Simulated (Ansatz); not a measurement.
System: CsCl-type CoGa. Method: PBEsol (PAW; Ansatz, an electronic-structure program).

Run with plane-wave cutoff 500 eV, 20×14×1 k mesh (along the axes of the cell as run), Fermi–Dirac smearing 0.1 eV, scalar-relativistic PAW data made under PBE.

What does this level give for the surface energy of the (110) face and work function of the (110) face?


* **surface energy of the (110) face**: 1.69 J/m²
* **work function of the (110) face**: 4.93 eV

The slab of 12 atoms is relaxed and unreconstructed.

The result took roughly 40 core-minutes.
